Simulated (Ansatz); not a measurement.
Cells marked so need not be the phases stable at ambient conditions, and some may be hypothetical.

No gap correction and no spin-orbit coupling; mid-gap values are interpolated between computed energies.

A. InF3 (R-3c, not sure to be the ambient phase, 8 atoms a cell, 14.4 Å³ an atom), along the normal of (001)
B. MgO (P6_3mc, wurtzite, not sure to be the ambient phase, 4 atoms a cell, 11.8 Å³ an atom), along the normal of (110)
C. Ba2ZnWO6 (Fm-3m, not sure to be the ambient phase, 10 atoms a cell, 14.1 Å³ an atom, -8 GPa at this level), along the normal of (001)
D. Sr$_{2}$MgH$_{6}$ (P-3m1, not sure to be the ambient phase, 9 atoms a cell, 12.1 Å³ an atom), along the normal of (001)

**Question.** Put the candidates in order of mid-gap decay constant of the slowest evanescent state, lowest first, for r2SCAN (Ansatz, a program for electronic structure).

**Answer.** D (0.23 1/Å), B (0.34 1/Å), C (0.37 1/Å), A (0.44 1/Å)
